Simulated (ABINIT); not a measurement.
**Worked example: self-consistent single point of AlN (F-43m, 2 atoms in the cell) in ABINIT**

Level of theory: PBE, PAW (JTH v2.0 PBE PAW) (plane waves; ABINIT).

This input was run:

```
# AlN, JTH v2.0 PBE PAW
pp_dirpath "./"
pseudos "Al.GGA_PBE-JTH.xml, N.GGA_PBE-JTH.xml"
acell 5.8629400060 5.8629400060 5.8629400060
rprim
        -0.0000000000    0.7071067812    0.7071067812
         0.7071067812   -0.0000000000    0.7071067812
         0.7071067812    0.7071067812    0.0000000000
natom 2
ntypat 2
znucl 13 7
typat 1 2
xred
         0.0000000000    0.0000000000    0.0000000000
         0.7500000000    0.7500000000    0.7500000000
ecut 26
pawecutdg 52
pawxcdev 0
ixc 11
occopt 3
tsmear 0.00183747
nband 9
kptopt 1
ngkpt 9 9 9
nshiftk 1
shiftk 0 0 0
nstep 50
tolvrs 1.0e-10
prtwf 0
prtden 0
```

Log, with long lists cut:

```
 Symmetries : space group F-4 3 m (#216); Bravais cF (face-center cubic)

 -outvars: echo values of preprocessed input variables --------
            acell      5.8629400060E+00  5.8629400060E+00  5.8629400060E+00 Bohr
             ecut      2.60000000E+01 Hartree
              ixc          11
         kptrlatt        9    0    0      0    9    0      0    0    9
          kptrlen      5.27664601E+01
            natom           2
            nband           9
            ngfft          30      30      30
          ngfftdg          40      40      40
             nkpt          35
            nstep          50
             nsym          24
           ntypat           2
           occopt           3
        pawecutdg      5.20000000E+01 Hartree
         pawxcdev           0
            rprim     -0.0000000000E+00  7.0710678120E-01  7.0710678120E-01
                       7.0710678120E-01 -0.0000000000E+00  7.0710678120E-01
                       7.0710678120E-01  7.0710678120E-01  0.0000000000E+00
          spgroup         216
           tolvrs      1.00000000E-10
           tsmear      1.83747000E-03 Hartree
            typat      1  2
           useylm           1
             xred      0.0000000000E+00  0.0000000000E+00  0.0000000000E+00
                       7.5000000000E-01  7.5000000000E-01  7.5000000000E-01
            znucl       13.00000    7.00000

== DATASET  1 ==================================================================

 Exchange-correlation functional for the present dataset will be:
  GGA: Perdew-Burke-Ernzerhof functional - ixc=11
 Citation for XC functional:
  J.P.Perdew, K.Burke, M.Ernzerhof, PRL 77, 3865 (1996)

 Real(R)+Recip(G) space primitive vectors, cartesian coordinates (Bohr,Bohr^-1):
 R(1)=  0.0000000  4.1457246  4.1457246  G(1)= -0.1206062  0.1206062  0.1206062
 R(2)=  4.1457246  0.0000000  4.1457246  G(2)=  0.1206062 -0.1206062  0.1206062
 R(3)=  4.1457246  4.1457246  0.0000000  G(3)=  0.1206062  0.1206062 -0.1206062
 Unit cell volume ucvol=  1.4250541E+02 bohr^3
 Angles (23,13,12)=  6.00000000E+01  6.00000000E+01  6.00000000E+01 degrees

 Coarse grid specifications (used for wave-functions):

 getcut: wavevector=  0.0000  0.0000  0.0000  ngfft=  30  30  30
         ecut(hartree)=     26.000   => boxcut(ratio)=   2.23170

 Fine grid specifications (used for densities):

 getcut: wavevector=  0.0000  0.0000  0.0000  ngfft=  40  40  40
         ecut(hartree)=     52.000   => boxcut(ratio)=   2.10173

  -4.47066277E+00                                ecore*ucvol(ha*bohr**3)

_setup2: Arith. and geom. avg. npw (full set) are     902.613     902.603

--- !BeginCycle
solver: {iscf: 17, nstep: 50, nline: 4, wfoptalg: 10, }
tolerances: {tolvrs: 1.00E-10, }
...

     iter   Etot(hartree)      deltaE(h)  residm     nres2
 ETOT  1  -12.298324022032    -1.230E+01 1.245E-01 4.175E+01
 ETOT  2  -12.242530175593     5.579E-02 7.315E-03 1.038E+01
 ETOT  3  -12.233888214737     8.642E-03 9.136E-04 9.574E-01
 ETOT  4  -12.234097503316    -2.093E-04 5.039E-04 4.745E-02
 ETOT  5  -12.234067980394     2.952E-05 7.538E-05 3.421E-03
 ETOT  6  -12.234074009488    -6.029E-06 2.375E-04 6.332E-04
   [... 2 lines left out ...]
 ETOT  9  -12.234073599899     8.921E-11 1.621E-05 1.196E-08
 ETOT 10  -12.234073599933    -3.360E-11 4.830E-05 3.240E-08
 ETOT 11  -12.234073599907     2.530E-11 6.576E-06 6.342E-10
 ETOT 12  -12.234073599907     2.309E-13 1.973E-05 1.503E-10
 ETOT 13  -12.234073599907     2.274E-13 2.578E-06 1.419E-12

 At SCF step   13       nres2   =  1.42E-12 < tolvrs=  1.00E-10 =>converged.

 Cartesian components of stress tensor (hartree/bohr^3)
  sigma(1 1)= -8.44710355E-05  sigma(3 2)=  0.00000000E+00
  sigma(2 2)= -8.44710355E-05  sigma(3 1)=  0.00000000E+00
  sigma(3 3)= -8.44710355E-05  sigma(2 1)=  0.00000000E+00

 ----iterations are completed or convergence reached----

 reduced coordinates (array xred) for    2 atoms
       0.000000000000      0.000000000000      0.000000000000
       0.750000000000      0.750000000000      0.750000000000
 cartesian forces (eV/Angstrom) at end:
    1     -0.00000000000000    -0.00000000000000    -0.00000000000000
    2     -0.00000000000000    -0.00000000000000    -0.00000000000000
 frms,max,avg= 0.0000000E+00 0.0000000E+00   0.000E+00  0.000E+00  0.000E+00 e/A
 length scales=  5.862940006000  5.862940006000  5.862940006000 bohr
              =  3.102534226506  3.102534226506  3.102534226506 angstroms
 Fermi (or HOMO) energy (hartree) =   0.31369   Average Vxc (hartree)=  -0.39106
 Eigenvalues (hartree) for nkpt=  35  k points:
 kpt#   1, nband=  9, wtk=  0.00137, kpt=  0.0000  0.0000  0.0000 (reduced coord)
  -0.29317    0.25499    0.25499    0.25499    0.40407    0.71081    0.71081    0.71081
   0.90017
      occupation numbers for kpt#   1
   2.00000    2.00000    2.00000    2.00000    0.00000    0.00000    0.00000    0.00000
   0.00000
 prteigrs : prtvol=0 or 1, do not print more k-points.

--- !EnergyTerms
comment             : Components of total free energy in Hartree
kinetic             :  6.98780545444006E+00
hartree             :  2.85332422407495E+00
xc                  : -3.86400100182812E+00
Ewald energy        : -1.08511421656935E+01
psp_core            : -3.13718810064398E-02
local_psp           : -9.14822111670469E+00
spherical_terms     :  1.81953261131313E+00
internal            : -1.22340738754046E+01
'-kT*entropy'       :  6.27197734990681E-16
total_energy        : -1.22340738754046E+01
total_energy_eV     : -3.32906080395234E+02
...

-Cartesian components of stress tensor (GPa)         [Pressure=  2.4852E+00 GPa]
- sigma(1 1)= -2.48522325E+00  sigma(3 2)=  0.00000000E+00
- sigma(2 2)= -2.48522325E+00  sigma(3 1)=  0.00000000E+00
- sigma(3 3)= -2.48522325E+00  sigma(2 1)=  0.00000000E+00

 Calculation completed.
```

The run converged in 13 iterations.

The starting cell comes from a database of computed structures (which also holds hypothetical and non-ambient phases and stackings), without a prior relaxation at this level. Its lattice was rescaled by a random factor within 2.5 % of one.
